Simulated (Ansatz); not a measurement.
Consider SiC (space group P6_3mc, No. 186; a = 3.078 Å, c = 10.076 Å). Axes: x lies along a and z along c of the hexagonal cell.

The values are results of PBEsol (Ansatz, a first-principles code), no SOC, not measurements.

Now apply this change: tensor shear ε_xz = +0.80 % (engineering shear γ = 0.0160); the atoms relax in the strained cell.

Task: Predict the stress tensor and what it implies for the stiffness.

Result: Stress of the strained cell less that of the base (GPa, compression positive):
```
  -0.03    0.00   -2.51
   0.00    0.02    0.00
  -2.51    0.00    0.03
```

Then −Δσ/γ with γ = 2ε = 0.0160 gives relaxed-ion elastic constants: C55 ≈ 157 GPa.

Stability against distortions was not tested.
